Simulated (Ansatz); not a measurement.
## A computed series for Pt: response to strain

The parent structure is Pt in the fcc (Cu type) structure (space group Fm-3m, No. 225; relaxed with 0.1 eV smearing).

```
CELL_PARAMETERS angstrom
      0.00000     1.97088     1.97088
      1.97088     0.00000     1.97088
      1.97088     1.97088     0.00000
ATOMIC_POSITIONS crystal
  Pt 0.00000 0.00000 0.00000
```

Strains are applied to the cell and any free atomic positions relax.

Calculations: Ansatz (a program for electronic structure) r2SCAN, no SOC.

Notes on the quantities. energy relative to the base: free energy F.

| variant | energy relative to the base | volume per atom |
|---|---|---|
| base | 0 meV/atom | 15.31 Å³ |
| isotropic strain −3.00 % | +120 meV/atom | 13.97 Å³ |
| isotropic strain −2.50 % | +81 meV/atom | 14.19 Å³ |
| isotropic strain −2.00 % | +51 meV/atom | 14.41 Å³ |
| isotropic strain −1.50 % | +28 meV/atom | 14.63 Å³ |
| isotropic strain −1.00 % | +12 meV/atom | 14.86 Å³ |
| isotropic strain −0.50 % | +3.0 meV/atom | 15.08 Å³ |

Whether these cells are dynamically stable was not tested. The final runs are not spin-polarised.
